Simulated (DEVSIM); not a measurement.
Structure: Schottky contact on n-type Si, at 300 K.

Layer 1 from the left is Si, thickness (μm) 0.530, Nd (cm⁻³) 7.9e15, τn (s) 1.1e-5, τp (s) 1.1e-5.

Left contact: Schottky, work function 4.81 eV, emission velocity 1.1e7 cm/s. Right contact: ohmic. Voltage is applied to the left contact. Recombination: SRH at mid-gap, radiative, Auger. Mobility is μmin + (μ − μmin)/(1 + (N/Nref)^α).

The device is made up for the run: typed textbook-type constants, with dimensions and the other settings drawn at random. Values at 300 K.

Si: gap (eV) 1.124, affinity (eV) 4.05, permittivity 11.7, Nc (cm⁻³) 2.86e19, Nv (cm⁻³) 3.1e19, μn (cm²/Vs) 1417, μp (cm²/Vs) 470, μn,min 52, μp,min 45, Nref,n 9.7e16, Nref,p 2.2e17, αn 0.68, αp 0.72, B (cm³/s) 4.7e-15, Cn (cm⁶/s) 2.8e-31, Cp (cm⁶/s) 9.9e-32.

DEVSIM, 1D drift-diffusion, Boltzmann statistics, complete ionisation; no tunnelling, impact ionisation, image-force lowering or self-heating. Metal contacts follow the ideal Schottky-Mott rule: no Fermi-level pinning, no interface dipoles.

Q: What does the simulation give for the largest field in the device at zero bias, the potential step across the device at zero bias, the dark forward voltage at 100 A/cm², the dark forward voltage at 1 A/cm²?

A: largest field in the device at zero bias 36000 V/cm; potential step across the device at zero bias 0.548 V; dark forward voltage at 100 A/cm² 0.439 V; dark forward voltage at 1 A/cm² 0.311 V.
